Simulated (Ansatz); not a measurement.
The reference is CdS in the wurtzite structure (space group P6_3mc, No. 186; a = 4.164 Å, c = 6.767 Å). Axes: x lies along a and z along c of the hexagonal cell.

All numbers come from r2SCAN, PAW, 500 eV (Ansatz, a program for electronic structure; spin-orbit coupling left out).

For the base:

- Valence-band top at Γ = 0.00, 0.00, -0.04 eV
- Band gap = 1.63 eV

It is then changed as follows: a free-standing slab of 2 layers (8 atoms, 4 a layer) is cut normal to the y axis, with 15 Å of vacuum and the in-plane cell held at bulk.

Q: How does this affect the change of the spacing d12 from its bulk value of 1.202 Å, change of the spacing d23 from its bulk value of 2.404 Å, excess energy per area of both faces, valence-band top at Γ and band gap?

A: The change of the spacing d12 from its bulk value of 1.202 Å comes out as -22.5 %; the change of the spacing d23 from its bulk value of 2.404 Å comes out as +4.8 %; the excess energy per area of both faces (slab less bulk energy over the cell's area: twice a surface energy) is 0.82 J/m²; the valence-band top at Γ (three highest levels, from the VBM) becomes 0.00, -0.35, -0.37 eV (base: 0.00, 0.00, -0.04 eV); the band gap rises by 0.39 eV to 2.02 eV.

Slab and bulk use different k-meshes, which limits the precision of the excess energy. Whether these cells are dynamically stable was not tested.
